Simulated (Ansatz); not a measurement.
Levels about the gap of amorphous Si₂₄O₄₉H₂ (75 atoms in a cell of 1157 Å³, 2.10 g/cm³; zone centre alone, so wide bands show as single levels with stretches between that a denser mesh fills), at the geometry that PBE relaxed, where it gives 0.0 GPa on a denser mesh. The participation number counts the atoms over which a state spreads; weights are charges in smoothed Voronoi cells. The levels come from a single point, so bond lengths are those of that geometry. Method of the levels: PBE, scalar-relativistic without spin-orbit coupling (Ansatz, a quantum-chemistry and plane-wave program). Sampling: the zone centre alone; Fermi-Dirac width 0.02 eV; no spin polarisation. At PBE the levels at the filled edge of the gap are localised (band-tail or defect states), and the nearest spread-out levels lie 5.2 eV apart at the zone centre.

It comes from a melt-quench run on a machine-learned potential (CHGNet), relaxed afterwards by DFT. O atoms were pushed apart under 1.9 Å during the dynamics, to hinder bonds among them. The hot cell started wider than the set density and was brought back towards it in steps. It is the lowest in DFT energy of 2 quenches. It is a model cell: composition and starting density were chosen by hand, and all elements were melted together. No dispersion term was used. Its density started from a set value of 2.18 and ended at 2.10 g/cm³. Cooling (nominally 530 K/ps over its main leg) ran many orders faster than in experiment, which tends to leave more defects and strain. A cell of this size samples the disorder only roughly. The volume was free in the relaxation, at fixed shape. Stress components on the final sampling reach 0.6 GPa.

| E - E(highest filled), eV | filling | participation number | largest on | weight O | weight Si | weight H |
|---|---|---|---|---|---|---|
| -0.75 | filled | 22.4 | O, 2 neighbours | 0.95 | 0.05 | 0.00 |
| -0.67 | filled | 7.2 | O, 2 neighbours | 0.93 | 0.03 | 0.03 |
| -0.62 | filled | 12.4 | O, 2 neighbours | 0.95 | 0.04 | 0.01 |
| -0.55 | filled | 8.7 | O, 2 neighbours | 0.95 | 0.05 | 0.00 |
| -0.50 | filled | 8.0 | O, 2 neighbours | 0.95 | 0.05 | 0.00 |
| -0.08 | filled | 5.2 | O, 2 neighbours | 0.95 | 0.05 | 0.00 |
| 0.00 | filled | 5.5 | O, 2 neighbours | 0.95 | 0.05 | 0.00 |
| 4.48 | empty | 53.3 | Si, 4 neighbours | 0.68 | 0.29 | 0.04 |
| 5.84 | empty | 31.0 | Si, 4 neighbours | 0.66 | 0.33 | 0.02 |
| 5.95 | empty | 40.0 | Si, 4 neighbours | 0.63 | 0.35 | 0.02 |
| 6.26 | empty | 40.9 | O, 2 neighbours | 0.67 | 0.31 | 0.01 |
| 6.34 | empty | 17.2 | Si, 4 neighbours | 0.58 | 0.40 | 0.02 |
| 6.53 | empty | 18.9 | H, 1 neighbours | 0.61 | 0.19 | 0.20 |

Most localised among these is the filled level at -0.08 eV, on a O atom, which has 2 neighbours (Si 1.59 Å, Si 1.79 Å).
